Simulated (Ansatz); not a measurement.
Results of LDA (plane waves, PAW; Ansatz, an electronic-structure program) for CsCl-type FeAl.

Run with plane-wave cutoff 520 eV, 16×16×16 k mesh, Fermi–Dirac smearing 0.1 eV, perturbation theory, no spin polarisation, scalar-relativistic PAW data made under PBE.

Computed at the level's own relaxed cell.

Q: What does this level give for the zone-centre TO phonon frequency?

A: 
- zone-centre TO phonon frequency: 368 cm⁻¹

Computing time: around 4 core-minutes (rough).
